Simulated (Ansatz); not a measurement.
## rock-salt TaN (0 0 1) on alpha cristobalite (0 0 1) (film strained to the substrate, started from cuts of the bulks and a machine-learned relaxation; slabs Si16O32 and N30Ta30, which can lie off the formulas)

A periodic stack without vacuum, rock-salt TaN (0 0 1) on alpha cristobalite (0 0 1) (film strained to the substrate, started from cuts of the bulks and a machine-learned relaxation; slabs Si16O32 and N30Ta30, which can lie off the formulas): substrate slab Si16O32, film N30Ta30, surface cells [[-1, 1], [-1, -1]] and [[-3, -1], [-1, -2]], film strained by +2.9 and +2.9 %, outermost planes O/O and NTa/NTa as cut, which need not be the usual terminations and can put a slab off its formula.

The start was prepared with a machine-learned potential, and the result is one local minimum, with the in-plane cell held and forces under 0.04 eV/Å; the film can end far from its bulk form.

Method: PBE (plane waves to 420 eV, PAW; Ansatz, an electronic-structure program). Spin–orbit coupling is left out; the runs are not spin-polarised; PBE gaps are too small against experiment. Its k-point mesh 4×4×1, Fermi–Dirac width 0.05 eV.

| Quantity | Value |
|---|---|
| interface area | 51.7 Å² |
| period | 28.37 Å |
| heights between the nearest atoms of the two slabs at the two interfaces | 0.85 and 0.99 Å |
| Si–Ta contacts across the interfaces within 1.22 times the sum of covalent radii | 9, mean 3.00 Å |
| O–Ta contacts across the interfaces within 1.22 times the sum of covalent radii | 5, mean 2.08 Å |
| N–Si contacts across the interfaces within 1.22 times the sum of covalent radii | 1, mean 1.78 Å |

```xyz
108
Lattice="7.1879 0.0008 -0.0970 0.0007 7.1877 0.1118 -0.0826 3.7352 28.4363" Properties=species:S:1:pos:R:3 pbc="T T T"
Si     1.4161     7.4492     4.9507
Si     4.8812     3.9159     5.1723
Si     5.6826     7.5384     1.3716
Si     1.7074     3.9123     1.6491
Si     3.5631     5.9638     3.2010
Si     6.8770     2.4835     3.2103
Si     3.3254     1.7569     6.8750
Si     7.1595     5.4216     6.7225
O      2.2290     8.0200     6.2326
O      5.9366     4.4415     6.2839
O      2.3849     6.9591     3.7272
O      5.6288     3.1289     3.9869
O      4.8478     6.7338     2.5802
O      0.6625     3.7480     2.8779
O      4.0271     5.1282     4.5120
O      0.4749     1.4500     4.2657
O      2.1782     2.4166     1.1457
O      7.0961     6.6946     0.9919
O      3.8287     2.8999     5.8499
O      0.4714     6.2367     5.4970
O      4.5227     7.9387     7.4226
O      1.2215     4.5508     7.3967
O      2.9451     4.9553     2.0020
O      6.2605     1.7847     1.8863
Si     1.3619     7.4144    12.1782
Si     5.0870     3.7440    12.1710
Si     5.5708     7.4443     8.5606
Si     1.9673     3.8689     8.6780
Si     3.6053     5.8911    10.4982
Si     6.9951     2.3627    10.1872
Si     3.2722     9.0829    14.0921
Si     7.3475     5.1715    13.8886
O      2.1082     8.1010    13.4605
O      6.2176     4.0991    13.2934
O      2.4154     6.8480    11.0695
O      5.7428     3.1789    10.8028
O      4.7874     6.8068     9.8404
O      0.9054     3.4691     9.8347
O      4.2026     5.0555    11.7670
O      0.4341     8.5519    11.5003
O      2.7074     2.4982     8.1868
O      6.6071     6.3759     7.9129
O      4.1240     2.5610    12.7475
O      0.3872     6.2468    12.7497
O      4.2652     7.9869    14.9134
O      1.6786     4.3703    14.0876
O      3.0409     4.9101     9.3202
O      6.4696     1.5326     8.8982
N      6.5684     5.3494    18.6935
N      3.8747     6.8045    18.6849
N      5.4961     2.4771    18.6624
N      2.3713     4.0416    18.7746
N      1.0387     8.4865    18.8973
N      6.1273     7.6189    16.6651
N      3.0224     9.0272    16.8371
N      4.2520     4.5707    16.4746
N      1.7853     6.1730    16.4370
N      0.5014     3.3311    16.5792
N      6.6997     5.2152    23.0055
N      3.9353     6.8356    23.0659
N      5.5472     9.6497    23.0986
N      2.4529     4.1033    23.1908
N      1.1204     8.3725    23.2415
N      6.0225     7.7629    20.9918
N      2.9961     8.9095    21.0548
N      4.6545     4.8415    20.8581
N      1.8822     6.0215    20.9157
N      0.2631     3.3198    20.9429
N      6.9516     5.3690    27.2883
N      4.0445     6.6785    27.3983
N      5.2934     9.4967    27.4074
N      2.4798     3.8523    27.6173
N      1.0470     8.1694    28.4851
N      5.9929     7.5958    25.2883
N      3.2367     8.7485    25.3284
N      4.8776     4.6788    25.2029
N      1.8874     5.9337    25.3233
N      0.3866     3.2147    25.3575
Ta     6.2109     7.4341    18.8140
Ta     3.2743     9.1795    18.9142
Ta     4.4662     4.4814    18.6079
Ta     1.6615     6.1820    18.7055
Ta     0.3327     3.4518    18.6584
Ta     7.0341     5.6198    16.5306
Ta     3.7092     6.8751    16.5800
Ta     5.0001     2.3494    16.5715
Ta     2.4132     3.7124    15.7188
Ta     1.0598     8.2699    16.8260
Ta     6.1767     7.3934    23.1392
Ta     3.3163     9.0804    23.1720
Ta     4.5265     4.4962    23.0357
Ta     1.6044     6.1865    23.1006
Ta     0.5167     3.2254    23.1140
Ta     6.8407     5.4817    20.8935
Ta     4.0384     6.9608    20.8850
Ta     5.1989     9.8166    20.9583
Ta     2.5355     3.8681    20.9794
Ta     0.9520     8.0260    21.0450
Ta     6.3463     7.5437    27.3416
Ta     3.0722     8.8047    27.4283
Ta     4.5059     4.4334    27.3388
Ta     1.7469     6.1788    27.6325
Ta     0.5085    10.2193    27.7006
Ta     6.9537     5.5482    25.1534
Ta     3.8890     6.5792    25.3155
Ta     5.2023     9.7413    25.2833
Ta     2.6251     3.7829    25.3891
Ta     1.0522     8.1771    25.4670
```
